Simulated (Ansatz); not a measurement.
MgAl$_{2}$C$_{2}$ (P-3m1), PBEsol, rigid bands (Ansatz, a first-principles code): N_c = 3.59e19 cm⁻³ at 300 K and an electron conductivity mass of 0.343 mₑ along y (a = (3.38, 0.00, 0.00) Å; b = (-1.69, 2.92, 0.00) Å; c = (0.00, 0.00, 5.77) Å).

Question: For 1e16 electrons per cm³ at 300 K, place the Fermi level, estimate the Seebeck coefficient of a parabolic band with constant τ, and give mobility and conductivity for τ = 10 fs.

Answer: The level lies k_BT ln(N_c/n) = 0.212 eV below the conduction-band minimum. S ≈ −(k_B/e)[ln(N_c/n) + 5/2] = -921 μV/K, against -918 μV/K from the full bands (mean over directions). μ = eτ/m = 51.3 cm²/(V·s) and σ = neμ = 0.0822 S/cm. τ is assumed, not computed.

Band transport and this doping are assumed; polarons and phonon drag are left out. Spin-orbit coupling is left out.

Computed structure with no diffraction record at hand here (it may be known, metastable or hypothetical): MgAl2C2 (P-3m1).
